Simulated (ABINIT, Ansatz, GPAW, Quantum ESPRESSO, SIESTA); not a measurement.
## TaN (Fm-3m, 2 atoms in the cell) computed with different codes at matched settings

Self-consistent single point, at a second geometry (lattice scaled by 0.98). First geometry:

```
CELL_PARAMETERS angstrom
      0.00000     2.17528     2.17528
      2.17528     0.00000     2.17528
      2.17528     2.17528     0.00000
ATOMIC_POSITIONS crystal
  Ta 0.50000 0.50000 0.50000
  N  0.00000 0.00000 0.00000
```

Shared settings, as Ansatz (an electronic-structure program) writes them: kpoints.mp_grid.grid = 13 13 13; scf.occupations.method = gaussian; scf.occupations.width = 0.0147 Ry. Potentials and cutoffs stand in the table.

```csv
code,model,ΔF from the first geometry (meV/atom),pressure (GPa),cutoff
Ansatz,"PBE, default PAW files",112.2,43.67,30.9 Ry
GPAW,"PBE, GPAW PAW datasets PBE (gpaw-data 1.0.1)",114.8,–,950 eV
ABINIT,"PBE, norm-conserving pseudopotentials (PseudoDojo nc-sr-05 PBE standard)",110.3,43.57,42 Ha
SIESTA,"GGA PBE, numerical atomic orbitals DZP, PseudoDojo PBE standard norm-conserving potentials (rewritten from UPF to PSML)",134.7,51.07,grid 400 Ry
Quantum ESPRESSO,"PBE, PseudoDojo standard norm-conserving (PBE) pseudopotentials",110.3,43.57,85 Ry
```

For Ansatz (by 0.5 GPa) the energy change implies a higher mean pressure, against the two pressures, than for the other programs: a sign of finite-basis (Pulay) stress.

A dash marks a value that a program does not give, or that is left out as unsure.

On Ansatz's run: spin-orbit coupling is off. Spin polarisation is off.

The spread over the programs that give each value: ΔF from the first geometry within 24.4 meV/atom; pressure within 7.50 GPa.

SIESTA uses small atom-centred bases, whose incompleteness enters pressures, forces and empty levels differently from a plane-wave cutoff. Ansatz's pressure is given at a fixed set of plane waves, as the other plane-wave codes print theirs; with its correction for the finite basis it is 44.21 GPa (the shift of 0.54 GPa shows how far the cutoff is from converged). The pressure of GPAW is left out: its cutoff lies under the one at which its stress was checked. In the pressure, SIESTA (by 7.50) lies more than 1 GPa from the median of the plane-wave programs.

The starting cell comes from a database of computed structures (which also holds hypothetical and non-ambient phases and stackings), without a prior relaxation at this level. Its lattice was rescaled by a random factor within 2.5 % of one. For this run, on top of that: lattice scaled by 0.98.

Left out of this page: Elk and FLEUR (not drawn, or without a comparable value).

Keys are those of Ansatz 0.2.
